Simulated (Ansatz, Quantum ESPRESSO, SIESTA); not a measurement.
# One structure in several programs: ZnFe3C (P1, 5 atoms in the cell)

Self-consistent single point, at a second geometry (atoms moved at random). First geometry:

```
CELL_PARAMETERS angstrom
      3.77289     0.00000     0.00000
      0.00000     3.77289     0.00000
      0.00000     0.00000     3.77289
ATOMIC_POSITIONS crystal
  Zn 0.00000 0.00000 0.00000
  Fe 0.50000 0.00000 0.50000
  Fe 0.00000 0.50000 0.50000
  Fe 0.50000 0.50000 0.00000
  C  0.50000 0.50000 0.50000
```
Moments meant for the start (each program seeds them in its own way; μB, in the order of the atoms Zn Fe Fe Fe C): 0.0 4.0 4.0 4.0 0.0.

Second geometry:
```
ZnFe3C
1.0
    3.77289     0.00000     0.00000
    0.00000     3.77289     0.00000
    0.00000     0.00000     3.77289
Zn Fe C
1 3 1
Direct
  0.01297   0.01751   0.00912
  0.48992   0.00068   0.49730
  0.00373   0.48644   0.47706
  0.50601   0.49275   0.01386
  0.48736   0.50263   0.50267
```
Moments meant for the start (each program seeds them in its own way; μB, in the order of the atoms Zn Fe Fe Fe C): 0.0 4.0 4.0 4.0 0.0.

Shared settings, as Ansatz (a first-principles code) writes them: kpoints.mp_grid.grid = 7 7 7; scf.occupations.method = fermi_dirac; scf.occupations.width = 0.136 eV. Potentials and cutoffs stand in the table.

| code | model | ΔF from the first geometry (meV/atom) | pressure (GPa) | largest force (eV/Å) | size of the net moment (μB/atom) | cutoff |
|---|---|---|---|---|---|---|
| Quantum ESPRESSO | PBEsol, GBRV 1.5 ultrasoft (PBESOL) pseudopotentials | 28.6 | -7.24 | 1.319 | 0.85 | 50 Ry |
| SIESTA | GGA PBEsol, numerical atomic orbitals DZP, PseudoDojo PBEsol standard norm-conserving potentials (rewritten from UPF to PSML) | 33.6 | -7.48 | 1.495 | 0.85 | grid 300 Ry |
| Ansatz | PBEsol, PAW files made with PBE | 28.4 | -7.63 | 1.303 | 0.82 | default |

Size of the force on each atom (eV/Å): Sizes of forces hide their directions.

```
code                Zn1    Fe2    Fe3    Fe4     C5
----------------  -----  -----  -----  -----  -----
Quantum ESPRESSO  0.804  0.455  1.319  1.162  1.179
SIESTA            1.047  0.563  1.495  1.274  1.275
Ansatz            0.800  0.455  1.303  1.141  1.145
```

On Ansatz's run: the magnetic order is the one reached from the typed start; others were not searched systematically.

The spread over the programs that give each value: ΔF from the first geometry within 5.2 meV/atom; pressure within 0.39 GPa; largest force within 0.192 eV/Å; size of the net moment within 0.03 μB/atom.

SIESTA uses small atom-centred bases, whose incompleteness enters pressures, forces and empty levels differently from a plane-wave cutoff. Ansatz's pressure is given at a fixed set of plane waves, as the other plane-wave codes print theirs; with its correction for the finite basis it is -7.44 GPa. In the force vectors, SIESTA (by 0.245) lies more than 0.08 eV/Å from the median of the plane-wave programs.

The starting cell comes from a database of computed structures (which also holds hypothetical and non-ambient phases and stackings), without a prior relaxation at this level. For this run, on top of that: atoms moved at random.

Keys are those of Ansatz 0.2.
